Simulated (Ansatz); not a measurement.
Consider BP in the zinc blende structure (space group F-43m, No. 216).

```yaml
crystal:
  lattice:
    - [0.00000, 2.26828, 2.26828]
    - [2.26828, 0.00000, 2.26828]
    - [2.26828, 2.26828, 0.00000]
  atoms:
    - { symbol: B, position: [0.00000, 0.00000, 0.00000] }
    - { symbol: P, position: [0.25000, 0.25000, 0.25000] }
```

Cartesian axes are those of the cell as printed.

Calculations: Ansatz (an electronic-structure program) r2SCAN, without spin-orbit coupling.

Strains are applied to the cell and any free atomic positions relax.

One change was made to it. Results:

```tsv
quantity	base	after
energy relative to the base (free energy F)	0 meV/atom	+2.1 meV/atom
band gap	1.41 eV	1.31 eV
smallest direct gap	3.60 eV	3.38 eV
```

Question: Name the change that was made.
A. tensor shear ε_xy = +1.14 %
B. tensor shear ε_xy = +1.43 %
C. tensor shear ε_xy = +0.86 %
D. tensor shear ε_xy = +0.29 %
E. tensor shear ε_xy = +0.57 %

Answer: C, tensor shear ε_xy = +0.86 %. For comparison, the band gap in the other runs: tensor shear ε_xy = +1.14 % gives 1.26 eV; tensor shear ε_xy = +0.29 % gives 1.38 eV; tensor shear ε_xy = +0.57 % gives 1.35 eV; tensor shear ε_xy = +1.43 % gives 1.19 eV.

Stability against distortions was not tested.
